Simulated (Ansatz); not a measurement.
**zinc-blende AlP: the defect Ge on the Al site**

These are PBE, PAW (plane waves to 420 eV; Ansatz, an electronic-structure program) values and carry that method's errors. The supercell holds 64 host sites (2×2×2 repeats of the unit cell), with a 2×2×2 shifted k-point sampling for the final energies. Site at the start: the Al site. Energies of charged states are corrected for periodic images (point charge plus alignment at distant sites). Dielectric constants: PBE linear response of the host. Host gap at this level: 1.63 eV. Finite-size and sampling errors can reach tenths of an eV here. PBE underestimates the host's gap, which shifts levels and can delocalise carriers. Spin–orbit coupling is left out. Each state is the lowest found from its start.

| charge | moment (μB) | largest move off a lattice site (Å) | image correction with alignment (eV) |
|---|---|---|---|
| +1 | not spin-polarised | 0.03 | 0.23 |
| 0† | 1.0 | 0.05 | 0.00 |
| −1† | not spin-polarised | 0.12 | 0.07 |

† Not settled in this cell, so no level is given: charge 0: level within 0.1 eV of a band edge or past it; charge −1: level within 0.1 eV of a band edge or past it.

No other site or start that was run ended lower by more than 0.1 eV.

Flagged in the runs: a doubtful potential alignment.
